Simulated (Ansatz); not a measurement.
The parent structure is BN (space group Fmm2, No. 42; a cell from a computed database, its experimental status unchecked; layered, stacked along the Cartesian y axis).

BN is modelled in the orthorhombic space group Fmm2 (No. 42), Pearson symbol oF8. Cell: a = 2.502 Å, b = 6.586 Å, c = 4.327 Å, α = β = γ = 90.00°. B on 4a sees 3 N at 1.443 Å (trigonal planar). N on 4a has 3 B at 1.443 Å (trigonal planar). (Neighbours: up to the widest gap in distance over summed covalent radii, below 1.35, at either atom.)
(The calculation used a cell of 2 atoms; values per cell refer to that cell.)

Levels (all Ansatz, an electronic-structure program, PAW): r2SCAN+rVV10 (500 eV, no spin-orbit coupling); HSE06 (420 eV, no spin-orbit coupling).

The geometry is relaxed with r2SCAN+rVV10.

| Item | Value |
|---|---|
| r2SCAN+rVV10 band gap | 3.89 eV |

With HSE06 at the same geometry, the band gap goes up by 0.79 eV (3.89 eV → 4.68 eV).

Single points use the geometry relaxed with r2SCAN+rVV10. HSE06 gaps are upper bounds (no full band path). No phonon test of stability was made.
